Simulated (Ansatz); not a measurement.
# NiSi: pressure series

Consider NiSi (space group Pnma, No. 62; a = 5.190 Å, b = 3.350 Å, c = 5.624 Å; non-magnetic).

Cell and atoms are relaxed at each pressure.

All numbers come from Ansatz (an electronic-structure program), PBE, PAW, cutoff 420 eV, no spin-orbit coupling, earlier PAW set.

Notes on the quantities. enthalpy: H = E + PV relative to the base's energy.

```tsv
variant	volume per atom	enthalpy
base	12.22 Å³	–
pressure −2 GPa	12.37 Å³	-0.15 eV/atom
pressure −1 GPa	12.30 Å³	-0.08 eV/atom
pressure 0.3 GPa	12.20 Å³	+0.02 eV/atom
pressure 0.7 GPa	?	+0.05 eV/atom
pressure 1.5 GPa	12.11 Å³	+0.11 eV/atom
pressure 3 GPa	12.01 Å³	+0.23 eV/atom
pressure 5 GPa	11.88 Å³	+0.38 eV/atom
pressure 7.5 GPa	11.73 Å³	+0.56 eV/atom
pressure 10 GPa	11.59 Å³	+0.74 eV/atom
```

Some entries are withheld; estimate them.


- pressure 0.7 GPa, volume per atom: 12.17 Å³

Load acts through the strain it causes; cell and atoms are relaxed under it. No phonon test of stability was made. Competing high-pressure phases were not computed. Seeded moments were not kept for the base. The final runs are not spin-polarised.
